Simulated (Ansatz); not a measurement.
Density of states of SrBi$_{3}$ (Pm-3m) near the Fermi level, PBEsol, rigid bands (Ansatz, a first-principles code).

```
E − E_F (eV) | states/eV/cell
    -1.95 | ################### 2.42
    -1.85 | ######################### 3.16
    -1.75 | ###################### 2.82
    -1.65 | ################ 2.02
    -1.55 | ############ 1.54
    -1.45 | ######## 0.97
    -1.35 | ##### 0.69
    -1.25 | ######### 1.14
    -1.15 | ############## 1.78
    -1.05 | ##################### 2.61
    -0.95 | ############################## 3.78
    -0.85 | ############################ 3.59
    -0.75 | ##################### 2.70
    -0.65 | ################## 2.33
    -0.55 | ################### 2.40
    -0.45 | ####################### 2.92
    -0.35 | ################## 2.28
    -0.25 | ################# 2.10
    -0.15 | ############### 1.90
    -0.05 | ############## 1.78
     0.05 | ############## 1.74
     0.15 | ############## 1.77
     0.25 | ############## 1.81
     0.35 | ################ 1.99
     0.45 | ################## 2.33
     0.55 | ################ 2.02
     0.65 | ############### 1.90
     0.75 | ############### 1.85
     0.85 | ############# 1.68
     0.95 | ############# 1.66
     1.05 | ############# 1.66
     1.15 | ############# 1.69
     1.25 | ############## 1.76
     1.35 | ################ 1.96
     1.45 | ################ 1.99
     1.55 | ################ 2.06
     1.65 | ################# 2.18
     1.75 | ################# 2.10
     1.85 | ##################### 2.67
     1.95 | ###################### 2.76
```

### Question
With 4 atoms a cell, what bare Sommerfeld coefficient γ = (π²/3) k_B² N(E_F) follows?

### Answer
N(E_F) ≈ 1.76 states/eV a cell at 300 K, so γ ≈ 1.04 mJ/(mol of atoms·K²), before many-body enhancement (phonons, spin fluctuations, correlation).

### Question
How far does the Fermi level move in a rigid band for 0.1 electron a cell added or removed?

### Answer
57 meV and -56 meV.

A metal at this level (no band gap); rigid bands, thermally averaged at 300 K, both spins. Spin-orbit coupling is left out, which matters with elements this heavy. Geometry: cell and atoms relaxed with PBEsol.

Computed structure with no diffraction record at hand here (it may be known, metastable or hypothetical): SrBi3 (Pm-3m).
